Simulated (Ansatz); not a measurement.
Ansatz (a first-principles code) run on ZnNi (Pm-3m, 2 atoms in the cell): relaxation of cell and atoms.

Method: PBEsol, default PAW files made with PBE (plane waves; Ansatz).

The change in words: atoms on their sites; basis.ecutwfc: 30.9 Ry → 18.4 Ry; relax: default → cell and atoms. Reference geometry:
```xyz
2
Lattice="2.8805 0.0000 0.0000 0.0000 2.8805 0.0000 0.0000 0.0000 2.8805" Properties=species:S:1:pos:R:3 pbc="T T T"
Zn     1.4402     1.4402     1.4902
Ni     0.0000     0.0000     0.0000
```

Reference input (self-consistent single point, DFT, PBEsol, plane waves, default PAW files made with PBE): basis.ecutwfc = 30.9 Ry; kpoints.mp_grid.grid = 11 11 11; hamiltonian.xc = pbesol; hamiltonian.pseudopotentials = {kind: paw} (the program's default PAW files); scf.occupations.method = gaussian; scf.occupations.width = 0.0073 Ry. This run's input differs from it in these lines:

Ansatz 0.2 input:
```diff
@@ -7,6 +7,6 @@
   atoms:
-    - { symbol: Zn, position: [0.50000000, 0.50000000, 0.51735800] }
+    - { symbol: Zn, position: [0.50000000, 0.50000000, 0.50000000] }
     - { symbol: Ni, position: [0.00000000, 0.00000000, 0.00000000] }
 basis:
-  ecutwfc: 30.9 Ry
+  ecutwfc: 18.4 Ry
 kpoints:
@@ -22,2 +22,4 @@
     width: 0.0073 Ry
+relax:
+  cell: {}
 output:
```

Output (repeated stretches shortened):

```
   [... SCF lines of the steps left out ...]
relax step   1: F+E_penalty+E_count = -9082.86883001 eV  Δ(F+E_penalty+E_count) = +0.000e0 eV  max|allowed force component| = 1.755e-29 eV/Å  Δτ_max = 0.0000 Å  P = -5.967 GPa  Ω = 23.899 Å³  (6 SCF iters, dr2 threshold 1.00e-7 eV, accepted)
relax step   2: F+E_penalty+E_count = -9083.34505782 eV  Δ(F+E_penalty+E_count) = -4.762e-1 eV  max|allowed force component| = 3.829e-30 eV/Å  Δτ_max = 0.0000 Å  P = +13.847 GPa  Ω = 23.380 Å³  energy of the carried Pulay correction = +4.890e-1 eV  [...]
   [... lines left out ...]
relax step 120: F+E_penalty+E_count = -9082.86908746 eV  Δ(F+E_penalty+E_count) = +5.472e-3 eV  max|allowed force component| = 3.369e-30 eV/Å  Δτ_max = 0.0000 Å  P = -0.000 GPa  Ω = 23.172 Å³  energy of the carried Pulay correction = -5.476e-3 eV  [...]
relax step 121: F+E_penalty+E_count = -9082.86908746 eV  Δ(F+E_penalty+E_count) = +3.638e-12 eV  max|allowed force component| = 3.205e-30 eV/Å  Δτ_max = 0.0000 Å  P = +0.311 GPa  Ω = 23.172 Å³  stress off target by 3.11e-1 GPa  SCF on the basis [...]
basis re-selected at this cell: Δ(F+E_penalty+E_count) = +3.638e-12 eV, ΔP = +0.311 GPa vs the last step
   [... lines left out ...]
Free energy (F): -9082.869087 eV
Fermi energy:    15.464107 eV
Error: variable-cell relaxation did not converge after 121 `relax_step` rows, as none of its last 56 fresh-basis SCF(s) at a relaxed cell met both thresholds with a finite energy. The last misses `relax.cell.stress_tol`: largest allowed force component 3.20e-30 eV/Å (`relax.f_tol` 1.00e-2 eV/Å), stress off the target on the free part of the cell 3.11e-1 GPa (`relax.cell.stress_tol` 5.00e-2 GPa), F+E_penalty+E_count -9082.86908746 eV. The closest is row 117, whose structure comes with this error. Larger ratio of force or stress to its threshold at each such SCF whose figures are numbers: 93.371, 69.646, 39.347, 20.921, 9.670, 9.997, 13.206, 17.411, 9.616, 3.674, 5.345, 10.436, [...]
   [... lines left out ...]
to start a new deck from the relaxed geometry:
  cell:  # Å, volume = 23.1620 Å³
    - [2.8505277022098707, -2.0036693041216162e-33, 5.567141245494353e-35]
    - [-2.4049047092022905e-33, 2.8505277022098707, 4.17284821283901e-34]
    - [2.4023969879205362e-34, 4.17284821283901e-34, 2.8505277022098707]
  atoms:
    - { symbol: Zn, position: [0.49999999999999994, 0.49999999999999994, 0.49999999999999994] }
    - { symbol: Ni, position: [-3.5858777961419015e-47, 1.9102247161341066e-48, 5.700981536234433e-48] }
```

The relaxation ended unconverged.  The full log also holds: “iter 5 did not close the SCF: its close was put off for the readings that it lacked (scf_convergence_deferred on its scf_iter line)”. The full log also holds: “iter 3 did not close the SCF: its close was put off for the readings that it lacked (scf_convergence_deferred on its scf_iter line)”.

The starting cell comes from a database of computed structures (which also holds hypothetical and non-ambient phases and stackings), without a prior relaxation at this level. Its lattice was rescaled by up to half a per cent. The cutoff lies below the one recommended for these files.

Cost on one core of a shared machine: roughly 3 min.
